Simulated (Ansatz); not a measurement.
**(Nb,Ta)N: Nb₅Ta₃N₈**

A 16-atom cell of (Nb,Ta)N started in the rock salt structure, site fractions Nb 0.625, Ta 0.375, short-range order -0.07 in the first shell of the mixed sites (0 is random, a negative value favours unlike neighbours), space group P1 at the end.

The mixing enthalpy is taken against the end members in the rock salt type (which need not be the stable form of NbN and TaN), relaxed in the same cell and mesh, with NbN and TaN held in the symmetric form, which may not be a minimum.

All values below come from PBE (plane waves to 420 eV, PAW; Ansatz, a program for electronic structure). Spin–orbit coupling is left out; the runs are not spin-polarised. Its k-point mesh 5×5×5, Fermi–Dirac width 0.05 eV.

| Property | Value |
|---|---|
| volume per atom | 10.80 Å³ |
| N–Nb bonds | 2.233 Å on average, from 2.201 to 2.264 (30) |
| N–Ta bonds | 2.199 Å on average, from 2.185 to 2.220 (18) |
| mixing enthalpy per site of the mixed sublattice | -112 meV |
| departure of the mean lattice parameter from Vegard's line | under 0.15 %, inside the noise of the relaxations |

```xyz
16
Lattice="-0.0052 4.4519 4.4019 4.4033 -0.0040 4.4007 4.4041 4.4515 -0.0048" Properties=species:S:1:pos:R:3 pbc="T T T"
Nb     0.0669     0.1095     0.0808
Ta     2.1369     2.1304     0.0395
Ta     2.1292     0.0848     2.1453
Ta     4.4574     2.1228     2.1371
Nb     0.0354     2.1268     2.1435
Nb     2.1428     4.5403     2.1288
Nb     2.1456     2.1247     4.4456
Nb     4.4886     4.5558     4.4741
N      2.2691     2.2882     2.2211
N      4.3616     4.3344     2.2683
N      4.3669     2.3233     4.3236
N      6.6730     4.3389     4.3203
N      2.2705     4.3820     4.3634
N      4.3252     6.7737     4.3659
N      4.3187     4.3806     6.6698
N      6.6255     6.7801     6.6598
```
